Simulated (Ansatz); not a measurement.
Ansatz (a first-principles code) run on LaTiGe (P4/nmm, 6 atoms in the cell): self-consistent single point.

Computed with PBEsol, PAW files made with PBE (plane waves; Ansatz).

The change in words: lattice scaled by 0.97; basis.ecutwfc: 30.9 Ry → 18.4 Ry. Reference geometry:
```
LaTiGe
1.0
    4.25051     0.00000     0.00000
    0.00000     4.25051     0.00000
    0.00000     0.00000     8.46260
La Ti Ge
2 2 2
Direct
  0.00000   0.50000   0.34988
  0.50000   0.00000   0.65012
  0.50000   0.50000   0.00000
  0.00000   0.00000   0.00000
  0.50000   0.00000   0.21227
  0.00000   0.50000   0.78773
```
Moments meant for the start (each program seeds them in its own way; μB, in the order of the atoms La La Ti Ti Ge Ge): 0.0 0.0 1.0 1.0 0.0 0.0.

Reference input (self-consistent single point, DFT, PBEsol, plane waves, PAW files made with PBE): basis.ecutwfc = 30.9 Ry; kpoints.mp_grid.grid = 6 6 3; hamiltonian.xc = pbesol; hamiltonian.pseudopotentials = {kind: paw} (the program's default PAW files); magnetization.spin_polarized = true; scf.occupations.method = methfessel_paxton; scf.occupations.width = 0.0147 Ry. This run's input differs from it in these lines:

Ansatz 0.2 input:
```diff
@@ -2,5 +2,5 @@
   lattice:
-    - [4.25050800, 0.00000000, 0.00000000]
-    - [0.00000000, 4.25050800, 0.00000000]
-    - [0.00000000, 0.00000000, 8.46259900]
+    - [4.12299300, 0.00000000, 0.00000000]
+    - [0.00000000, 4.12299300, 0.00000000]
+    - [0.00000000, 0.00000000, 8.20872100]
   atoms:
@@ -13,3 +13,3 @@
 basis:
-  ecutwfc: 30.9 Ry
+  ecutwfc: 18.4 Ry
 kpoints:
```

The program printed (abridged):

```
SCF iter   1: F=—  HF=-25782.052055 eV  |F-HF|=—  |Δ(HF+E_count)|=         —  Δρ=5.41e-2 (↑5.41e-2 ↓2.34e-2)  dr2=2.68e1  dr2_m=5.31e-1  M=0.612 μB ∫|m|=0.768 μB  β_m=0.30  ethr=3.10e-3  ⟨swp⟩=5.5  Hψ=6336  notcnv=0
Mixer restart at iter 1: flushing history
all-band conjugate gradients solve this SCF's bands
preconditioner: auto → Kerker (q_TF=auto, 2.455 Å⁻¹)
spin=Collinear: Kerker preconditioning applied to the charge; magnetization (m = ρ↑ − ρ↓) channel mixes plain (no charge-response kernel on spin).
   [... lines left out ...]
SCF iter  27: F=-25779.003754 eV  HF=-25779.003754 eV  |F-HF|=1.15e-8  |Δ(HF+E_count)|=   3.63e-7  S|Δr|=    0.00e0  Δρ=1.53e-6 (↑5.73e-7 ↓1.53e-6)  dr2=1.27e-8  dr2_m=9.49e-10  M=0.474 μB ∫|m|=0.791 μB  β_m=0.78  ethr=7.75e-11  ⟨swp⟩=6.6  Hψ=7385  notcnv=0
SCF iter  28: F=-25779.003754 eV  HF=-25779.003754 eV  |F-HF|=4.55e-10  |Δ(HF+E_count)|=   7.35e-9  S|Δr|=    0.00e0  Δρ=2.33e-7 (↑2.04e-7 ↓2.33e-7)  dr2=5.81e-10  dr2_m=2.76e-11  M=0.474 μB ∫|m|=0.792 μB  ethr=1.71e-11  ⟨swp⟩=3.9  Hψ=4967  notcnv=0
SCF 1 converged in 28 iterations: F = -25779.003754 eV  dr2 = 5.81e-10
Stability not checked (fill_not_monotonic)
Magnetization: 0.4739 μB (37.2370 up, 36.7630 down)
Absolute magnetization: 0.7920 μB (∫|ρ↑−ρ↓|, with the PAW one-centre terms)
Spin contamination: 0.1118 ħ² per cell (⟨S²⟩ above its minimum at these occupations)
   [... lines left out ...]
Free energy (F): -25779.003754 eV
Fermi energy:    11.794488 eV
   [... lines left out ...]
  atom   6  Ge    -0.00000000     0.00000000    -0.16688340
--- Stress (GPa, compression-positive) ---
       -2.718401      -0.000000       0.000000
       -0.000000      -2.718401      -0.000000
        0.000000      -0.000000      -3.055401
  P = ⅓ Tr σ = -2.8307 GPa (-28.307 kbar)
  The stress holds the Pulay correction. Without it, at fixed plane waves, as pw.x and ABINIT print it: P = -22.4789 GPa
```

The run converged in 28 iterations. Against the reference run the free energy goes up by 349 meV/atom, the pressure goes from -8.13 to -2.83 GPa, the largest force goes from 0.635 to 0.320 eV/Å and the size of the net moment moves little (0.10 to 0.08 μB/atom).

The starting cell comes from a database of computed structures (which also holds hypothetical and non-ambient phases and stackings), without a prior relaxation at this level. Its lattice was rescaled by a random factor within 2.5 % of one. For this run, on top of that: lattice scaled by 0.97. The moments shrank to a small part of their start, a low-spin state that need not be the lowest. Ansatz's pressure includes its estimate of the finite-basis (Pulay) stress. Without the estimate this run gives -22.48 GPa. The cutoff lies below the one recommended for these files.
